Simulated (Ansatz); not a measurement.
PBE against r2SCAN: hypothetical zinc blende BiAs, pressure 10 GPa

Start from BiAs in the zinc blende structure (space group F-43m, No. 216; a = 6.704 Å; a hypothetical phase, not in the database extracts checked).

(Cell as relaxed with PBE.)

Levels (all Ansatz, a first-principles code, PAW): PBE (420 eV, no SOC); r2SCAN (500 eV, no SOC).

Each level relaxes its own structure.

```csv
base,PBE,r2SCAN
volume per atom,37.67 Å³,36.81 Å³
lattice parameter a,6.704 Å,6.653 Å
band gap,zero,zero
```

It is then changed as follows: a hydrostatic pressure of 10 GPa.

```tsv
quantity	PBE	r2SCAN
shortest interatomic distance	2.733 Å	2.723 Å
band gap	zero	zero
```

PBE's shortest interatomic distance lies 0.010 Å above r2SCAN's (0.4 %); the two agree on the band gap. Neither level is exact; r2SCAN is the comparison here, not a measurement.

Load acts through the strain it causes; cell and atoms are relaxed under it. Stability against distortions was not tested. Competing high-pressure phases were not computed. All final runs are without spin polarisation.
